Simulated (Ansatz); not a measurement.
## Ca3GeO: response to strain

Base system: Ca3GeO (space group Imma, No. 74; a = 6.600 Å, b = 9.334 Å, c = 6.623 Å; a cell from a computed database, its experimental status unchecked). Axes: x, y, z lie along a, b, c of the conventional cell.

Strains are applied to the cell and any free atomic positions relax; under biaxial strain the out-of-plane vector relaxes too.

The values are results of PBEsol/PAW in Ansatz (a quantum-chemistry and plane-wave program), no spin-orbit coupling, not measurements.

Notes on the quantities. energy relative to the base: free energy F; pressure: mean of the normal stresses, compression positive.

```csv
change,energy relative to the base,volume per atom,pressure,band gap
base,0 meV/atom,20.40 Å³,0.0 GPa,zero
"biaxial strain +0.98 %, plane normal [001], relaxed out of plane",+1.7 meV/atom,20.71 Å³,-0.9 GPa,zero
tensor shear ε_xz = −3.94 %,+18 meV/atom,20.37 Å³,0.4 GPa,zero
tensor shear ε_xy = +3.88 %,+17 meV/atom,20.37 Å³,0.2 GPa,0.12 eV
```

A biaxial case was relaxed in a doubled cell and then solved in the primitive one. A case with no gap was solved on a k-mesh chosen for an insulator, which is coarse for it. Stability against distortions was not tested. The final runs are not spin-polarised. Gaps under 0.05 eV, about the width of the smearing, are given as zero. A zero or small gap of Ca3GeO can be the functional's error rather than a property of the material.
